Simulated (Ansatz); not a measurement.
# Ag: Li interstitial (started 1.80 Å from the nearest host atom)

The reference is a 12-atom supercell of Ag in the fcc (Cu type) structure (space group Fm-3m, No. 225; a = 4.149 Å) at its relaxed geometry.

Modification: one Li atom is added in an open site, starting 1.80 Å from the nearest host atom, atoms relaxed at fixed cell, starting from a slightly rattled geometry.

Level of theory: PBE, PAW, 420 eV (Ansatz, a first-principles code; scalar-relativistic without spin-orbit coupling). Settings: 7×5×7 k-points, 0.05 eV Fermi–Dirac smearing.

The pressure goes from zero to 8.3 GPa and the largest displacement of a host atom from its site in the perfect cell comes out as 0.52 Å. The final site of the added atom amounts to 9 Ag at 2.17–3.32 Å.

The cell is small, so the values are those of an ordered compound at a high defect concentration; dilute-limit values will differ. The defect cell is not spin-polarised.
